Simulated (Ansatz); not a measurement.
Take Hf$_{2}$N in the anti-rutile structure (space group P4_2/mnm, No. 136; a = 5.295 Å, c = 3.227 Å; a cell from a computed database, its experimental status unchecked) as the base.

Levels (all Ansatz, a first-principles code, PAW): PBEsol (420 eV, without spin-orbit coupling); PBEsol+SOC (420 eV, noncollinear with spin-orbit coupling).

The geometry is relaxed with PBEsol.

* **PBEsol pressure**: 0.0 GPa

### Question
Predict the pressure from PBEsol+SOC.

### Answer
The pressure goes from zero to -0.5 GPa.

Single points use the geometry relaxed with PBEsol. The spin-orbit shifts are approximate. No phonon test of stability was made. The runs without spin-orbit coupling are not spin-polarised.
